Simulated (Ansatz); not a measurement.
Base system: CsSnI$_{3}$ in the cubic perovskite structure (space group Pm-3m, No. 221; a = 6.2713 Å).

Method: PBE in Ansatz (plane waves to 420 eV, PAW, spin-orbit coupling left out).

Strains are applied to the cell and any free atomic positions relax.

One change was made to it. Results:

The band gap grows by 0.28 eV (0.45 eV → 0.73 eV); the electron mass (degenerate bands, along [100]) changes from 0.035, 0.75, 0.75 mₑ (at R) to 0.052, 0.82, 0.82 mₑ (at R); the gap character stays direct at R; the pressure decreases by 0.96 GPa, from 0.11 GPa to -0.85 GPa.

Task: Which of these changes matches the shifts?
A) isotropic strain +0.60 %
B) isotropic strain +1.20 %
C) isotropic strain +2.40 %
D) isotropic strain +1.80 %

Result: C, isotropic strain +2.40 %. For comparison, the band gap in the other runs: isotropic strain +1.20 % gives 0.60 eV; isotropic strain +1.80 % gives 0.66 eV; isotropic strain +0.60 % gives 0.53 eV.

With I present, leaving out spin-orbit coupling can change the band edges. Effective masses come from finite differences of ±0.01 Å⁻¹. No phonon test of stability was made. Many cubic perovskites are stable only at high temperature; tilts and polar distortions were not tested.

Ansatz is an electronic-structure program.
